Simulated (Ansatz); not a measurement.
Amorphous Hf18O39Mo

The cell was made by melting and quenching with the CHGNet potential and then relaxed with DFT. O atoms were pushed apart under 1.9 Å during the dynamics, to hinder bonds among them. The hot cell started wider than the set density and was brought back towards it in steps. It is the lowest in DFT energy of 2 quenches. It is a model cell: composition and starting density were chosen by hand, and all elements were melted together. No dispersion term was used.

Methods: PBE, scalar-relativistic without spin-orbit coupling (Ansatz, a first-principles code); r2SCAN, scalar-relativistic without spin-orbit coupling (Ansatz); HSE06, scalar-relativistic without spin-orbit coupling (Ansatz). Geometry, pressure, stress and energy are those of the PBE run. Its sampling: a 2×2×2 Γ-centred mesh; Fermi-Dirac width 0.02 eV; no spin polarisation. Other functionals are single points at the zone centre (r2SCAN at 500 eV; exact exchange cut at the cell's faces), free to take moments where seeds were set. At PBE the levels at both edges of the gap are localised (band-tail or defect states), and the nearest spread-out levels lie 3.8 eV apart at the zone centre.

| Item | Result |
|---|---|
| Number of atoms in the cell | 58 |
| Density (volume relaxed, without dispersion) | 8.56 g/cm^3 |
| Volume per atom | 13.16 Å³ |
| Pressure on a 2×2×2 Γ-centred mesh | 0.4 kbar |
| Largest force and stress component on that mesh (the relaxation ran on the zone centre alone) | 0.08 eV/Å and 0.1 GPa |
| Gap between localised states on a 2×2×2 Γ-centred mesh (PBE) | 2.26 eV |
| Gap between localised states at the zone centre (PBE) | 2.34 eV |
| Gap between localised states at the zone centre (r2SCAN) | 2.61 eV |
| Gap between localised states at the zone centre (HSE06) | 3.65 eV |

Bonds are counted up to Hf-Hf 3.34 Å, Hf-O 2.68 Å, Hf-Mo 3.19 Å, O-O 1.58 Å, O-Mo 2.42 Å, Mo-Mo 3.04 Å. Two cations that share two anions don't count as bonded, nor two that share one unless they lie closer than Hf-Hf 3.25 Å, Hf-Mo 3.10 Å, Mo-Mo 2.95 Å.

```
Item                                                              Result
---------------------------------  -------------------------------------
Mean coordination of Hf by anions    6.33 (2 with 5, 8 with 6, 8 with 7)
Mean coordination of O              3.05 (3 with 2, 31 with 3, 5 with 4)
Mean coordination of Mo by anions                        5.00 (1 with 5)
Mean Hf-O bond                     2.148 Å (spread 0.123 Å, 114 counted)
Mean O-Mo bond                       1.873 Å (spread 0.107 Å, 5 counted)
```

Its density started from a set value of 8.65 g/cm³. Cooling (nominally 300 K/ps over its main leg) ran many orders faster than in experiment, which tends to leave more defects and strain. One small periodic cell is one sample of the glass; other quenches scatter about these values. Volume and shape were free in the relaxation.
